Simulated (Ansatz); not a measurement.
Smallest direct gap on the k points sampled of Ga3AlAs4 (model structure, P-4m2, No. 115, 8 atoms in the cell) at several levels of theory

No measured value is used here.

```
level (code)         value (eV)
-------------------  ----------
LDA (Ansatz)               0.59
PBE+SOC (Ansatz)           0.71
PBEsol+SOC (Ansatz)        0.63
r²SCAN+SOC (Ansatz)        1.21
HSE06 (Ansatz)             1.69
```

Computed values are for a static lattice. Spin–orbit coupling is included only where a level's name says +SOC; with heavier elements it mostly lowers gaps and can invert bands.  Values are at the PBEsol cell. Cutoffs and k meshes differ between the levels. Ansatz's density-functional and Hartree–Fock values are scalar-relativistic unless marked +SOC, with PAW data made under PBE.

A model structure was made by putting elements into a prototype or built by hand; it is no filed structure, need not be a known phase, and can be a saddle point held by its symmetry.

Ansatz is a program for electronic structure.
